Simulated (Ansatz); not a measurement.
**Fluorite HfO2 (high-temperature phase): elastic constant C44 by level of theory**

No measured value is used here.

```tsv
level (code)	value (GPa)	cell (Å³/atom)
LDA (Ansatz)	75.4	10.42
PBE (Ansatz)	64.9	11.04
r²SCAN+SOC (Ansatz)	(withheld)	10.77
Hartree–Fock (Ansatz)	94.8	11.00
```

Fill in the missing entries.


- r²SCAN+SOC (Ansatz, a program for electronic structure), value (GPa): 73.8

Density-functional levels without +SOC have no spin–orbit coupling. LDA, PBE, r²SCAN+SOC, Hartree–Fock: symmetry holds this phase in the static calculation, where it need not be a minimum. Each level is taken at its own relaxed cell. Cutoffs differ between the levels. Ansatz's density-functional and Hartree–Fock values are scalar-relativistic unless marked +SOC, with PAW data made under PBE.
